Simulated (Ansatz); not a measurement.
Results of PBEsol (PAW; Ansatz, a program for electronic structure) for CdTiO3 (model structure, started from the tetragonal perovskite type, P4mm, No. 99, 5 atoms in the cell).

Settings: plane-wave cutoff 520 eV, 10×10×8 k mesh (along the axes of the cell as run), Fermi–Dirac smearing 0.01 eV, no spin polarisation, scalar-relativistic PAW data made under PBE.

Cell (relaxed with PBEsol):

```
CELL_PARAMETERS angstrom
      3.78491     0.00000     0.00000
      0.00000     3.78491     0.00000
      0.00000     0.00000     4.16370
ATOMIC_POSITIONS crystal
  Ti 0.50000 0.50000 0.45646
  Cd 0.00000 0.00000 0.03529
  O  0.50000 0.50000 0.88329
  O  0.50000 0.00000 0.36548
  O  0.00000 0.50000 0.36548
```

### Question
Give the computed band gap and smallest direct gap on the k points sampled.

### Answer

band gap: 0.43 eV
smallest direct gap on the k points sampled: 1.35 eV

Note: the relaxation could raise the start's symmetry but not lower it, so the cell can be a saddle point.

Spin–orbit coupling is not included.

Computed values are for the static lattice.

Cost on a shared machine: very roughly 60 core-seconds.

A model structure was made by putting elements into a prototype or built by hand; it is no filed structure, need not be a known phase, and can be a saddle point held by its symmetry.
